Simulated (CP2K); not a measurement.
A working CP2K input for Ba (P-1, 2 atoms in the cell) (DFT PBE, GPW, DZVP-MOLOPT-SR-GTH basis, GTH-PBE potentials (GTH_POTENTIALS)):

```
&GLOBAL
  PROJECT calc
  RUN_TYPE ENERGY_FORCE
  PRINT_LEVEL MEDIUM
&END GLOBAL
&FORCE_EVAL
  METHOD Quickstep
  STRESS_TENSOR ANALYTICAL
  &DFT
    BASIS_SET_FILE_NAME BASIS_MOLOPT
    POTENTIAL_FILE_NAME GTH_POTENTIALS
    &QS
      METHOD GPW
      EPS_DEFAULT 1E-10
    &END QS
    &MGRID
      CUTOFF 500
      REL_CUTOFF 50
      NGRIDS 5
    &END MGRID
    &SCF
      SCF_GUESS ATOMIC
      EPS_SCF 1E-6
      MAX_SCF 100
      ADDED_MOS 5
      &DIAGONALIZATION
        ALGORITHM STANDARD
      &END DIAGONALIZATION
      &MIXING
        METHOD BROYDEN_MIXING
        ALPHA 0.3
        NBUFFER 12
      &END MIXING
      &SMEAR ON
        METHOD GAUSSIAN
        SIGMA [eV] 0.1
      &END SMEAR
    &END SCF
    &KPOINTS
      SCHEME MONKHORST-PACK 6 6 6
      GAMMA_CENTERED T
    &END KPOINTS
    &XC
      &XC_FUNCTIONAL PBE
      &END XC_FUNCTIONAL
    &END XC
    &PRINT
      &MO
        EIGENVALUES T
        OCCUPATION_NUMBERS T
        NDIGITS 8
        FILENAME mo
        &EACH
          QS_SCF 0
        &END EACH
        ADD_LAST NUMERIC
      &END MO
      &MULLIKEN ON
      &END MULLIKEN
    &END PRINT
  &END DFT
  &SUBSYS
    &CELL
      A 5.91893300 0.00000000 0.00000000
      B 2.95946700 5.12594700 0.00000000
      C 2.95946700 1.70864900 4.83278900
      PERIODIC XYZ
    &END CELL
    &COORD
      SCALED
      Ba       0.75344200     0.74215300     0.74571500
      Ba       0.49655800     0.50784700     0.50428500
    &END COORD
    &KIND Ba
      BASIS_SET DZVP-MOLOPT-SR-GTH
      POTENTIAL GTH-PBE-q10
    &END KIND
  &END SUBSYS
  &PRINT
    &FORCES ON
    &END FORCES
    &STRESS_TENSOR ON
    &END STRESS_TENSOR
  &END PRINT
&END FORCE_EVAL
```

The run converged in 11 iterations: free energy E − TS -1383.9989 eV; Fermi level (on the code's own zero) 3.91 eV; pressure 0.14 GPa; largest force (vector length) 0.110 eV/Å. Each of these slips is then made, one at a time:

(1)
```diff
-    &MGRID
+    &M_GRID
```

(2)
```diff
-      MAX_SCF 100
+      MAX_SCF 5
```

What happens in each case?


(1) A keyword that the program does not know. The program stopped before any SCF iteration, with the message: unknown subsection M_GRID of section DFT input/input_parsing.F:192.

(2) An iteration limit that is too low. The run ended unconverged after 5 iterations, with the message: SCF run NOT converged. To continue the calculation regardless, please set the keyword IGNORE_CONVERGENCE_FAILURE. qs_scf.F:702.

The starting cell was generated: these elements placed on a structure prototype, without a prior relaxation; it need not be a known phase or ordering of this composition. Its atoms were displaced at random from the sites of space group no. 227. Values carry the incompleteness of an atom-centred basis.

Left out of this page: 4 runs of the series outside the window shown, repeating another row's setting, or not comparable.
